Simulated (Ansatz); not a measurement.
The parent structure is PbZrO3 in the cubic perovskite structure (space group Pm-3m, No. 221; a = 4.141 Å; a cell from a computed database, its experimental status unchecked). Axes: x, y, z lie along the cube axes.

One thing is altered: compressive biaxial strain of 0.42 % in the plane normal to [001], as in epitaxy on a mismatched substrate; the out-of-plane cell vector and the atoms relax.

Levels (all Ansatz, a program for electronic structure, PAW, earlier PAW set): PBEsol (420 eV, no SOC); r2SCAN (500 eV, no spin-orbit coupling); HSE06 (420 eV, without spin-orbit coupling); PBEsol+SOC (420 eV, spin-orbit coupling included).

At the geometry relaxed with PBEsol, these levels gave the following band gaps, in shuffled order: (a) 2.33 eV, (b) 2.88 eV, (c) 2.00 eV, (d) 3.47 eV.

Question: Match each gap to its level.

Answer: (a) PBEsol; (b) r2SCAN; (c) PBEsol+SOC; (d) HSE06.

Single points use the geometry relaxed with PBEsol. The hybrid gap comes from the SCF mesh plus the semilocal run's edge points and a few special points and is an upper bound. Differences between runs with and without spin-orbit coupling are approximate. Spin-orbit coupling, missing from the scalar runs, can matter with Pb. No phonon test of stability was made. Many cubic perovskites are stable only at high temperature; tilts and polar distortions were not tested.
